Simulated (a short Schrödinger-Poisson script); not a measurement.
System: MOS inversion layer, SiO2 on p-type Si(100), at 300 K.

```
layer  material  thickness (nm)  Na (cm⁻³)
-----  --------  --------------  ---------
1          SiO2             3.1          -
2            Si             460     8.7e17
```

Constants are typed, rounded textbook-type inputs, not results; the design itself was drawn at random and stands for no fabricated device. SiO2: permittivity 3.9, conduction-band edge (eV) 3.15, gap (eV) 9, electron mass (mₑ) 0.5. Si: permittivity 11.7, conduction-band edge (eV) 0, gap (eV) 1.124, Nv at 300 K (cm⁻³) 3.1e19.

Channel valleys (confinement mass, in-plane density-of-states mass, number): Δ2 0.916, 0.19, 2; Δ4 0.19, 0.417, 4. At the gate the conduction-band edge of layer 1 lies 3.19 eV − eVg above the Fermi level of the channel; the field vanishes at the back. Gaps are held at their typed values at every temperature. Mesh 0.03 nm at interfaces.

Solved with a short Schrödinger-Poisson script written for these runs: 1D Poisson equation in equilibrium, electrons classical, Fermi-Dirac, parabolic valleys, classical holes, full ionisation, no traps, pinning or gate leakage.

The same stack at other levels of the model or other numerical settings:

```tsv
run	sheet density of all electrons at Vg = 2 V (cm⁻²)	sheet density of all electrons at Vg = 0.8 V (cm⁻²)	capacitance at Vg = 2 V (μF/cm²)	centroid of the channel electrons at Vg = 2 V (nm)	rough cost against the base
base	9.36e12	1.77e12	1.04	0.49	about 1
electrons treated as classical, Boltzmann	9.68e12	1.82e12	1.08	0.33	0.2
electrons treated as quantum, Hartree	8.39e12	1.20e12	0.998	1.26	6
mesh six times as coarse	9.25e12	1.73e12	1.03	0.57	0.3
```

The classical rows ignore confinement, and Boltzmann statistics overrate the density once the band edge passes the Fermi level.
